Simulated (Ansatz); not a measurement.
Take BaTiO3 (space group P4mm, No. 99; a = 3.972 Å, c = 4.113 Å) as the base.

Perturbation: the cell is scaled by 0.9969 in all directions, atoms relaxed at fixed cell.

Computed with plane-wave PAW DFT at the r2SCAN level (Ansatz, a program for electronic structure, 500 eV), scalar-relativistic without spin-orbit coupling.

Base, band edges from the VBM (valence, conduction): A 0.00, 4.51; M -0.04, 4.02; R -0.39, 3.93; X -1.18, 2.79; Z -0.72, 2.33; Γ -0.47, 2.23 eV.

Question: Give the band edges at the high-symmetry points of the new zone, measured from its valence-band maximum.

Answer: 
```
point  valence edge (eV)  conduction edge (eV)
-----  -----------------  --------------------
Γ                  -0.46                  2.24
X                  -1.15                  2.78
M                  -0.04                  4.06
Z                  -0.72                  2.35
R                  -0.37                  3.95
A                   0.00                  4.55
```

The gap is 2.24 eV, indirect, A → Γ.

The cells carry an imposed strain or load. Stability against distortions was not tested. All final runs are without spin polarisation.
